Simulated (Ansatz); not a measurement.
# Effect of uniaxial strain ε_xx = +3.76 % on CsSnBr3

The parent structure is CsSnBr₃ in the cubic perovskite structure (space group Pm-3m, No. 221; a = 5.764 Å). Axes: x, y, z lie along the cube axes.

One thing is altered: the cell is stretched by 3.76 % along x with no lateral relaxation; the atoms relax in the strained cell.

Level of theory: plane-wave PAW DFT at the PBEsol level (Ansatz, a quantum-chemistry and plane-wave program, 420 eV), no SOC. Γ-centred 6×6×6 mesh, Fermi–Dirac width 0.05 eV.

- Volume per atom: 39.75 Å³ (base 38.31 Å³)
- Space group: P4/mmm (No. 123) (base Pm-3m (No. 221))
- Shortest interatomic distance: 2.882 Å (base 2.882 Å)
- Energy relative to the base (free energy F): +7.7 meV/atom
- Pressure (mean of the normal stresses, compression positive): -0.69 GPa (base 0.00 GPa)
- Band gap: 0.25 eV (base 0.22 eV)
- Gap character: direct at A
- Hole mass: 0.035 mₑ along x, 0.046 mₑ across (at R)
- Stress (xx, yy, zz, yz, xz, xy; compression positive): (-1.59, -0.25, -0.25, 0.00, 0.00, 0.00) GPa

Final structure:

```xyz
5
Lattice="5.9812 0.0000 0.0000 0.0000 5.7645 0.0000 0.0000 0.0000 5.7645" Properties=species:S:1:pos:R:3 pbc="T T T"
Cs     0.0000     0.0000     0.0000
Sn     2.9906     2.8822     2.8822
Br     0.0000     2.8822     2.8822
Br     2.9906     2.8822     0.0000
Br     2.9906     0.0000     2.8822
```

Cost of the whole job for the changed cell (relaxation, final SCF and bands): about 90 core-seconds (a rough figure).

Effective masses come from finite differences of ±0.01 Å⁻¹. Stability against distortions was not tested. Many cubic perovskites are stable only at high temperature; tilts and polar distortions were not tested. A zero or small gap of CsSnBr3 can be the functional's error rather than a property of the material. k-point labels follow each cell's own Brillouin zone.
